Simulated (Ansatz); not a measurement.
# PbF2: 4 layers

Start from PbF₂ in the fluorite structure (space group Fm-3m, No. 225; a = 5.922 Å). Axes: x, y, z lie along the cube axes.

The change: a free-standing slab of 4 layers (12 atoms, 3 a layer) is cut normal to [111], with 15 Å of vacuum and the in-plane cell held at bulk.

Computed with r2SCAN (Ansatz, a first-principles code; PAW; 500 eV plane waves; no spin-orbit coupling), earlier PAW set. Settings: 9×9×1 k-points, 0.05 eV Fermi–Dirac smearing, for the changed cell.

* **Layer's space group (with vacuum)**: P-3m1 (No. 164)
* **Shortest interatomic distance**: 2.421 Å (base 2.564 Å)
* **Band gap**: 4.77 eV (base 4.94 eV)
* **Gap character**: indirect, K → M
* **Excess energy per area of both faces (slab less bulk energy over the cell's area: twice a surface energy)**: 0.52 J/m²
* **Thickness between the outermost nuclei**: 11.43 Å
* **Change of the spacing d12 from its bulk value of 0.855 Å**: -26.6 %

Final structure:

```xyz
12
Lattice="4.1874 0.0000 0.0000 2.0937 3.6264 0.0000 0.0000 0.0000 26.9664" Properties=species:S:1:pos:R:3 pbc="T T T"
F      3.1405     0.6044     7.7689
Pb     1.0468    -0.6044     8.3967
F      5.2342     1.8132     9.3149
F      5.2342    -0.6044    10.8176
Pb     3.1405    -1.8132    11.7514
F      7.3279     0.6044    12.5558
F      7.3279    -1.8132    14.4106
Pb     5.2342    -3.0220    15.2150
F      9.4216    -0.6044    16.1487
F      9.4216    -3.0220    17.6515
Pb     7.3279    -4.2308    18.5697
F     11.5153    -1.8132    19.1975
```

Cost of the whole job for the changed cell (relaxation, final SCF and bands): about 4 core-minutes (a rough figure).

Slab and bulk use different k-meshes, which limits the precision of the excess energy. With Pb present, leaving out spin-orbit coupling can change the band edges. Stability against distortions was not tested. k-point labels follow each cell's own Brillouin zone.
